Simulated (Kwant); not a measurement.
Model system: six-terminal Hall bar in a ZnO two-dimensional gas. Effective mass 0.3 mₑ, grid spacing 5.8 nm, hard walls, nominal width 150 nm (25 grid rows, so walls 150.8 nm apart), one parabolic valley, scattering region 390 nm long along x; energies count from the band bottom; Fermi energy 0.00214 eV. Four side probes 75 nm wide, two on each edge; current runs along x; the sign of the Hall resistance is a convention. Perpendicular field swept from 0.46213 to 9.4275 T, also in the leads; orbital effect alone.

Constants are typed, rounded textbook-type inputs, not results; the design itself was drawn at random and stands for no fabricated device.

Kwant, effective-mass tight-binding model on a square grid, one spin, coherent transport at 0 K. Resistances are in h/e².

**Question.** How many Landau levels lie under the Fermi energy, and what Hall resistance follows, at 2.14 meV and 0.918 T; 2.14 meV and 4.72 T; 2.14 meV and 6.24 T; 2.14 meV and 7.00 T?

**Answer.** ħωc = ħeB/m = 0.386 meV a tesla; levels lie at (n + ½)ħωc. E/ħωc = 6.04 gives 6 levels and h/(6e²) = 0.167; simulated 0.140, off the plateau. E/ħωc = 1.18 gives 1 level and h/(1e²) = 1.000; simulated 1.000. E/ħωc = 0.89 gives 1 level and h/(1e²) = 1.000; simulated 1.000. E/ħωc = 0.79 gives 1 level and h/(1e²) = 1.000; simulated 1.000. The count is that of a wide sample; where the walls of bar or probes squeeze the orbits, it misses.
